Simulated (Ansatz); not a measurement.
The reference is ZnSe in the zinc blende structure (space group F-43m, No. 216; a = 5.568 Å). Axes: x, y, z lie along the cube axes.

Modification: uniaxial strain ε_zz = −2.50 %, all other strain components held at zero, atoms relaxed at fixed cell.

The values are results of Kohn–Sham DFT with the LDA functional, run in Ansatz (a quantum-chemistry and plane-wave program) with PAW and 420 eV plane waves, no spin-orbit coupling, not measurements.

Give the band edges at the high-symmetry points of the new zone, measured from its valence-band maximum.


```json
[
 {"point": "Γ", "valence edge (eV)": "0.00", "conduction edge (eV)": "1.29"},
 {"point": "X", "valence edge (eV)": "-2.48", "conduction edge (eV)": "2.62"},
 {"point": "P", "valence edge (eV)": "-3.17", "conduction edge (eV)": "5.42"},
 {"point": "N", "valence edge (eV)": "-0.98", "conduction edge (eV)": "2.42"},
 {"point": "M", "valence edge (eV)": "-2.66", "conduction edge (eV)": "2.49"},
 {"point": "S", "valence edge (eV)": "-2.25", "conduction edge (eV)": "3.13"},
 {"point": "S₀", "valence edge (eV)": "-2.25", "conduction edge (eV)": "3.13"},
 {"point": "R", "valence edge (eV)": "-3.14", "conduction edge (eV)": "5.14"},
 {"point": "G", "valence edge (eV)": "-3.14", "conduction edge (eV)": "5.14"}
]
```

The gap is 1.29 eV, direct at Γ.

Whether these cells are dynamically stable was not tested. k-point labels follow each cell's own Brillouin zone.
